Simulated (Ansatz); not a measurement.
The reference is BaS in the rock salt structure (space group Fm-3m, No. 225; a = 6.3315 Å). Axes: x, y, z lie along the cube axes.

Calculations: PBEsol (Ansatz, a first-principles code; PAW; 420 eV plane waves; spin-orbit coupling left out).

For the base:

```
Property           Result
---------------  --------
Volume per atom  31.73 Å³
```

It is then changed as follows: tensile biaxial strain of 2.50 % in the plane normal to [111], as in epitaxy on a mismatched substrate; the out-of-plane cell vector and the atoms relax.

How does this affect the in-plane stress?

The mean in-plane stress (compression positive) amounts to -1.7 GPa.

Estimate the effect on the volume per atom.

The volume per atom rises by 0.78 Å³, from 31.73 Å³ to 32.51 Å³.

Whether these cells are dynamically stable was not tested.
